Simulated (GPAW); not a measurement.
GPAW run on LuP (I4mm, 2 atoms in the cell): relaxation of the atoms.

Level of theory: LDA (Perdew-Wang 92), GPAW PAW datasets LDA (gpaw-data 1.0.1) (plane waves; GPAW).

The change in words: one atom moved by 0.15 angstrom; optimizer: default → BFGS; fmax: default → 0.2 eV/Å. Reference geometry:
```
CELL_PARAMETERS angstrom
      0.00000     2.74805     2.74805
      2.74805     0.00000     2.74805
      2.74805     2.74805     0.00000
ATOMIC_POSITIONS crystal
  Lu 0.00000 0.00000 0.00000
  P  0.50000 0.50000 0.50000
```

Reference input (self-consistent single point, DFT LDA (Perdew-Wang 92), plane waves, GPAW PAW datasets LDA (gpaw-data 1.0.1)): mode = pw; ecut = 850 eV; xc = LDA; kpts = 5 5 5; mesh shift (steps) = 0 0 0; occupations.name = fermi-dirac; occupations.width = 0.1 eV; nbands = -8; convergence.density = 1e-05 e/electron; symmetry.symmorphic = false; symmetry.tolerance = 0.0005; maxiter = 100. This run's input differs from it in these lines:

```diff
@@ -1,2 +1,3 @@
 from ase import Atoms
+from ase.optimize import BFGS
 from ase.units import GPa
@@ -8,3 +9,3 @@
                     [2.748046, 2.748046, 0.000000]],
-              scaled_positions=[[0.000000, 0.000000, 0.000000],
+              scaled_positions=[[0.027292, 0.027292, -0.027292],
                                 [0.500000, 0.500000, 0.500000]],
@@ -24,2 +25,8 @@
 
+opt = BFGS(atoms, logfile='-')
+converged = opt.run(fmax=0.2, steps=40)
+print('Relaxation converged:', converged)
+print('Cell:', atoms.cell.cellpar().round(4))
+print(atoms.get_scaled_positions().round(5))
+
 energy = atoms.get_potential_energy()
```

The program printed (abridged):

```
     iter     time        total  log10-change:
                         energy   eigst   dens
iter:   1 --:--:--   -14.371447
iter:   2 --:--:--   -14.243961   -1.69  -1.34
iter:   3 --:--:--   -13.841338   -1.41  -1.38
iter:   4 --:--:--   -13.829931   -3.58  -1.76
iter:   5 --:--:--   -13.872070   -1.94  -1.77
iter:   6 --:--:--   -13.847859   -3.51  -2.40
iter:   7 --:--:--   -13.827339   -2.86  -2.55
iter:   8 --:--:--   -13.823862   -3.08  -2.84
iter:   9 --:--:--   -13.823757c  -4.61  -3.27
iter:  10 --:--:--   -13.823786c  -5.16  -3.38
iter:  11 --:--:--   -13.823692c  -4.97  -3.76
iter:  12 --:--:--   -13.823692c  -6.55  -4.06
iter:  13 --:--:--   -13.823692c  -6.10  -4.08
iter:  14 --:--:--   -13.823690c  -6.81  -4.42
iter:  15 --:--:--   -13.823690c  -7.10  -4.60
iter:  16 --:--:--   -13.823690c  -7.29  -4.62
iter:  17 --:--:--   -13.823689c  -7.90c -4.79
iter:  18 --:--:--   -13.823688c  -9.28c -5.16c
Converged after 18 iterations.

Dipole moment: (-0.000000, 0.000000, -4.175847) |e|*Ang

Energy contributions relative to reference atoms: (reference = -405319.764882)

Kinetic:         +5.286485
Potential:       -4.857480
External:        +0.000000
XC:             -14.135986
Entropy (-ST):   -0.006870
Local:           -0.113272
SIC:             +0.000000
--------------------------
Free energy:    -13.827123
Extrapolated:   -13.823688

Showing only first 2 kpts
 Kpt  Band  Eigenvalues  Occupancy
  0    13      8.55250    0.01400
  0    14      8.58183    0.01046
  0    15      9.70561    0.00000
  0    16      9.98625    0.00000

  1    13      7.55423    1.98698
  1    14      7.72671    1.92907
  1    15      8.91564    0.00037
  1    16     10.88060    0.00000

Fermi level: 8.05702

No gap
   [... lines left out ...]
Atomic positions and initial magnetic moments
Free energy:    -13.845726
Fermi level: 8.00124
No gap
Atomic positions and initial magnetic moments
Free energy:    -13.887071
Fermi level: 7.88983
No gap
   [... lines left out ...]

BFGS:    2 --:--:--      -13.887071        0.130100
Relaxation converged: True
Cell: [ 3.8863  3.8863  3.8863 60.     60.     60.    ]
[[0.01577 0.01577 0.98423]
 [0.51155 0.51155 0.48845]]
Energy (eV): -13.880045
Stress tensor:
     0.031184     0.000000    -0.000000
     0.000000     0.031184     0.000000
    -0.000000     0.000000     0.030725
Stress (GPa, Voigt): [ 4.9962  4.9962  4.9227  0.     -0.      0.    ]
```

The run converged. GPAW prints stress with tension positive. 

Summary of the result:
Free energy E − TS (from the program's reference atoms): -13.8871 eV
Fermi level (on the code's own zero): 7.89 eV
Pressure: -4.97 GPa
Largest force (vector length): 0.130 eV/Å
Relaxation steps: 2

The starting cell comes from a database of computed structures (which also holds hypothetical and non-ambient phases and stackings), without a prior relaxation at this level. Its lattice was rescaled by up to half a per cent. For this run, on top of that: one atom moved by 0.15 angstrom. The relaxation keeps the symmetry of its start, so its end need not be a minimum. The run gives no clean gap (levels at the Fermi energy touch, overlap or are partly filled at this smearing), which alone does not show that the compound is a metal.

Cost on one core of a shared machine: roughly 90 s.
